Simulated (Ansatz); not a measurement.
C vacancy + C vacancy + Cr interstitial in diamond: one set of geometries, relaxed with PBE, evaluated in Ansatz (PAW, plane waves to 420 eV, 500 eV under r2SCAN) with PBE, r2SCAN.

Details: 64-site cell; 2×2×2 shifted k-points; start: the C site; C 1.55 Å away; midway between the emptied sites; charged states image-corrected; no Hubbard U; corrections pass 1 eV, so highly charged states may be off by several tenths; relaxed from one start, so a lower configuration may exist; flagged in the runs: a doubtful potential alignment, a strain field that reaches the edge of the cell.

```tsv
quantity	PBE	r2SCAN
host gap (eV)	4.13	(withheld)
ε(−1/−2) above the VBM (eV)	2.68	(withheld)
largest moment on one atom at charge −1 (μB)	1.04	(withheld)
largest moment on one atom at charge −2 (μB)	1.63	(withheld)
```

**Question.** Given the lower rungs, what does r2SCAN give?

**Answer.** 
- host gap (eV), r2SCAN: 4.34
- ε(−1/−2) above the VBM (eV), r2SCAN: 2.48
- largest moment on one atom at charge −1 (μB), r2SCAN: 1.34
- largest moment on one atom at charge −2 (μB), r2SCAN: 1.79

Ansatz is a first-principles code.
